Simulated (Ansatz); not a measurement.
Ansatz (a program for electronic structure), DFT, PBE, plane waves, its default PAW files: Al(100) slab of 12 layers, 2x2, C adatom, atoms displaced (Al48C), unrelaxed, 49 atoms. Basis and mesh were picked for this test and aren't claimed converged.

```
Quantity                                                  Result
------------------------------  --------------------------------
cell                            5.73, 5.73, 43.88 Å; 90, 90, 90°
distance to the nearest atom                      1.98 to 2.85 Å
task                                                single point
k mesh                                                     4×4×1
hamiltonian.xc                                               pbe
kind of files                                                paw
scf.occupations.method                                  gaussian
scf.occupations.width                                     0.1 eV
scf.initial_density.chi_scale                                0.1
output.forces                                               true
binding of workers (--pin)                                   off
k-point pools (--kpoint-pools)                                 1
memory maximum (--max-ram)                                  8GiB
accuracy                                        medium (default)
basis.precision                                   auto (default)
basis.xc_grid                                        2 (default)
scf.eigensolver.kind                              auto (default)
scf.convergence.dr2_threshold                    1e-07 (default)
scf.lower_state_search                           light (default)
k-points after symmetry                                       10
bands at the start                                           123
electrons                                                    148
plane waves at Γ                                           28327
cutoff (eV)                                                  420
FFT grid                                               40×40×300
symmetry operations                                            1
```

Settings of this run: scf.mixing.algorithm = auto, scf.mixing.preconditioner = local_kerker; 4 threads.

```
iteration  dr2 (eV)     Hψ
---------  --------  -----
1            9.05e3   8549
2            1.77e5  35031
3            4.51e3  25087
4            7.79e2   8092
5            8.88e2   5385
6            5.15e2   4006
7            5.66e1   3149
8            1.84e2   2981
9            5.73e1   2342
10           5.26e2   2568
11           1.49e1   2129
12           1.60e0   1615
13           4.49e0   1081
14          6.16e-1   1020
15          1.31e-1   1212
16          1.14e-1   1110
17          1.27e-2    868
18          5.93e-2   1127
19          7.08e-4    871
20          9.44e-3   1624
21          2.05e-3   1216
22          3.93e-4    868
23          8.30e-5    995
24          2.30e-5   1276
25          8.47e-5   1235
26          7.80e-6   1025
27          5.14e-6    870
28          3.88e-6    922
29          1.01e-6    867
30          1.08e-6   1119
31          9.44e-7    867
32          1.95e-7    867
33          8.17e-8   3661
```

It converged after 33 SCF iterations (all cycles of the run, searches included).

Problem. The cycle is slow. Which setting should be changed?

Solution. Several could match; the one computed here: scf.mixing.preconditioner = auto (default) (18 SCF iterations (all cycles of the run, searches included)), all else kept. The other changes of this size gave: scf.mixing.preconditioner = kerker (44); scf.mixing.preconditioner = none (50). The first change moves the result by: energy under 0.001 meV/atom, forces (largest component) 0.069 meV/Å. Counts are of single runs.

Keys are those of Ansatz 0.2.
